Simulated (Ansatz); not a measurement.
SnTe, response to strain

Take SnTe in the rock salt structure (space group Fm-3m, No. 225) as the base.

```xyz
2
Lattice="0.0000 3.1848 3.1848 3.1848 0.0000 3.1848 3.1848 3.1848 0.0000" Properties=species:S:1:pos:R:3 pbc="T T T"
Te     0.0000     0.0000     0.0000
Sn     3.1848     3.1848     3.1848
```

Cartesian axes are those of the cell as printed.

Strains are applied to the cell and any free atomic positions relax; under biaxial strain the out-of-plane vector relaxes too.

All numbers come from Ansatz (a quantum-chemistry and plane-wave program) r2SCAN, no spin-orbit coupling.

**Question.** Only one of these has no band gap. Which?
(A) biaxial strain +0.63 %, plane normal [111], relaxed out of plane
(B) biaxial strain −3.24 %, plane normal [111], relaxed out of plane
(C) uniaxial strain ε_yy = −0.13 %
(D) isotropic strain +1.49 %

**Answer.** B, biaxial strain −3.24 %, plane normal [111], relaxed out of plane. Computed: isotropic strain +1.49 %: 0.26 eV; biaxial strain +0.63 %, plane normal [111], relaxed out of plane: 0.06 eV; uniaxial strain ε_yy = −0.13 %: 0.13 eV; biaxial strain −3.24 %, plane normal [111], relaxed out of plane: zero

With Te present, leaving out spin-orbit coupling can change the band edges. Stability against distortions was not tested. All final runs are without spin polarisation. A zero or small gap of SnTe can be the functional's error rather than a property of the material.
